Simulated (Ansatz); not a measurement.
The starting structures come from a database of crystals and need not be the phases stable at ambient conditions.

 Where the default PAW files enter, the runs use the earlier of Ansatz's two default sets.

By PBEsol, the system below comes out a metal.

A figure of merit of an interconnect metal is its ballistic conductance per area.

Consider the following.

```
CELL_PARAMETERS angstrom
      3.04267     0.00000     0.00000
      0.00000     4.30299     0.00000
      0.00000     2.15149     2.10931
ATOMIC_POSITIONS crystal
  Si 0.50000 0.50000 0.00000
  Rh 0.00000 0.00000 0.00000
```

Space group of this cell: Cmmm. The cell is strained (lengths across the current scaled by 1.02, ions clamped); by PBEsol its mean pressure is -14.9 GPa.

The current flows along the normal of the first two printed cell vectors. No spin-orbit coupling; the value is a mean over 0.1 eV about the Fermi level.

### Question
Estimate the ballistic conductance per area that PBEsol (Ansatz, a quantum-chemistry and plane-wave program) returns for this system.

### Answer
1.1 × 10¹⁵ S/m² for both spins.
